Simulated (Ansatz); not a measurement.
# What pressure 10 GPa does to Na3Sb

Take Na3Sb (space group P6_3/mmc, No. 194; a = 5.312 Å, c = 9.453 Å) as the base.

It is then changed as follows: a hydrostatic pressure of 10 GPa.

All numbers come from PBEsol, PAW, 420 eV (Ansatz, a first-principles code; no spin-orbit coupling). Settings: 10×10×5 k-points, 0.05 eV Fermi–Dirac smearing.

The volume per atom falls by 6.96 Å³ (28.88 Å³ → 21.92 Å³) and the lattice parameter a falls by 0.4427 Å (5.312 Å → 4.870 Å). The c/a ratio drops by 0.026 (1.779 → 1.753) and the shortest interatomic distance shrinks by 0.260 Å, from 3.067 Å to 2.807 Å. The enthalpy H = E + PV relative to the base's energy amounts to +1.54 eV/atom and the band gap rises by 0.796 eV (0.43 eV → 1.22 eV). The gap character remains direct at Γ and the electron mass changes from 0.076 mₑ along c, 0.061 mₑ across (at Γ) to 0.11 mₑ along c, 0.13 mₑ across (at Γ). The valence-band top at Γ (three highest levels, from the VBM) becomes 0.00, 0.00, -0.19 eV (base: 0.00, 0.00, -0.16 eV).

Final structure:

```yaml
crystal:
  lattice:
    - [4.86957, 0.00000, 0.00000]
    - [-2.43479, 4.21717, 0.00000]
    - [0.00000, 0.00000, 8.53815]
  atoms:
    - { symbol: Sb, position: [0.33333, 0.66667, 0.25000] }
    - { symbol: Sb, position: [0.66667, 0.33333, 0.75000] }
    - { symbol: Na, position: [0.00000, 0.00000, 0.25000] }
    - { symbol: Na, position: [0.00000, 0.00000, 0.75000] }
    - { symbol: Na, position: [0.33333, 0.66667, 0.58561] }
    - { symbol: Na, position: [0.66667, 0.33333, 0.08561] }
    - { symbol: Na, position: [0.33333, 0.66667, 0.91439] }
    - { symbol: Na, position: [0.66667, 0.33333, 0.41439] }
```

Spin-orbit coupling, missing from the scalar runs, can matter with Sb. Load acts through the strain it causes; cell and atoms are relaxed under it. Masses are band curvatures over ±0.01 Å⁻¹ around the edge. Stability against distortions was not tested. No other phases were tried under pressure.
